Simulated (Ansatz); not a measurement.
The parent structure is CdS in the wurtzite structure (space group P6_3mc, No. 186; a = 4.164 Å, c = 6.767 Å). Axes: x lies along a and z along c of the hexagonal cell.

The values are results of r2SCAN, PAW, 500 eV (Ansatz, a first-principles code; spin-orbit coupling left out), not measurements.

One thing is altered: uniaxial strain ε_yy = −1.47 %, all other strain components held at zero; the atoms relax in the strained cell.

Q: Predict the stress tensor and what it implies for the stiffness.

A: Stress of the strained cell less that of the base (GPa, compression positive):
```
   0.81    0.00    0.00
   0.00    1.26    0.00
   0.00    0.00    0.67
```

Then −Δσ_ii/ε with ε = -0.0147 gives secant stiffness values (nonlinear terms included at this strain): C22 ≈ 86 GPa, C12 ≈ 55 GPa and C23 ≈ 45 GPa.

Stability against distortions was not tested.
